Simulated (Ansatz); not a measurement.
**Response to strain in GaN**

Base system: GaN in the wurtzite structure (space group P6_3mc, No. 186).

```
GaN
1.0
    3.15179     0.00000     0.00000
   -1.57589     2.72953     0.00000
    0.00000     0.00000     5.13834
Ga N
2 2
Direct
  0.33333   0.66667   0.00030
  0.66667   0.33333   0.50030
  0.33333   0.66667   0.37670
  0.66667   0.33333   0.87670
```

Cartesian axes are those of the cell as printed.

Strains are applied to the cell and any free atomic positions relax.

All numbers come from LDA (Ansatz, an electronic-structure program; PAW; 420 eV plane waves; scalar-relativistic without spin-orbit coupling).

Notes on the quantities. energy relative to the base: free energy F.

| change | energy relative to the base | shortest interatomic distance | electron mass |
|---|---|---|---|
| base | 0 meV/atom | 1.927 Å | 0.18 mₑ along c, 0.20 mₑ across (at Γ) |
| uniaxial strain ε_zz = +0.60 % | +0.5 meV/atom | 1.930 Å | 0.17 mₑ along z, 0.19 mₑ across (at Γ) |
| uniaxial strain ε_zz = +1.20 % | +2.0 meV/atom | 1.933 Å | 0.17 mₑ along z, 0.19 mₑ across (at Γ) |
| uniaxial strain ε_zz = +1.80 % | ___ | ___ | 0.16 mₑ along z, 0.19 mₑ across (at Γ) |
| uniaxial strain ε_zz = +2.40 % | +7.9 meV/atom | 1.938 Å | 0.16 mₑ along z, 0.18 mₑ across (at Γ) |
| uniaxial strain ε_zz = +3.00 % | +12 meV/atom | 1.941 Å | 0.15 mₑ along z, 0.18 mₑ across (at Γ) |

Task: What belongs in the blanks?

Result: 
- uniaxial strain ε_zz = +1.80 %, energy relative to the base: +4.5 meV/atom
- uniaxial strain ε_zz = +1.80 %, shortest interatomic distance: 1.936 Å

The levels and masses belong to the bands next to the band gap. Effective masses come from finite differences of ±0.01 Å⁻¹. No phonon test of stability was made.
